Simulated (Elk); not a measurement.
Band structure of AlRu (Pm-3m, 2 atoms in the cell).

```
AlRu
1.0
    2.98250     0.00000     0.00000
    0.00000     2.98250     0.00000
    0.00000     0.00000     2.98250
Al Ru
1 1
Cartesian
  0.00000   0.00000   0.00000
  1.49125   1.49125   1.49125
```

Method: PBE, all-electron FP-LAPW, Elk's shipped species files, APW+lo basis with extra local orbitals (Elk 10.2.4).

Settings: xctype = 20; rgkmax = 8; stype = 0; swidth = 0.00183747 Ha; ngridk = 11 11 11; gmaxvr = 18 1/bohr; lmaxapw = 10; lmaxo = 8; nxlo = 2; lorbcnd = true; lradstp = 2; nrmtscf = 2; lmaxi = 4; maxscl = 100.

The starting cell comes from a database of computed structures (which also holds hypothetical and non-ambient phases and stackings), without a prior relaxation at this level. Spin polarisation is off. Values depend on the basis (sphere radii, cutoffs, local orbitals), which need not be converged.

Levels in eV from the Fermi level, bands 9 to 16:
```csv
point,9,10,11,12,13,14,15,16
Γ,-3.62,-3.62,0.18,0.18,0.18,6.12,6.12,6.12
X,-5.50,-2.81,-1.63,-1.63,0.43,2.32,7.43,11.07
M,-3.10,-1.37,-1.37,-1.19,-1.19,1.55,5.38,6.33
R,-4.69,-4.69,1.65,1.65,2.63,4.16,4.16,4.16
```

Bands cross the Fermi level along this path, so the cell is metallic at this level.
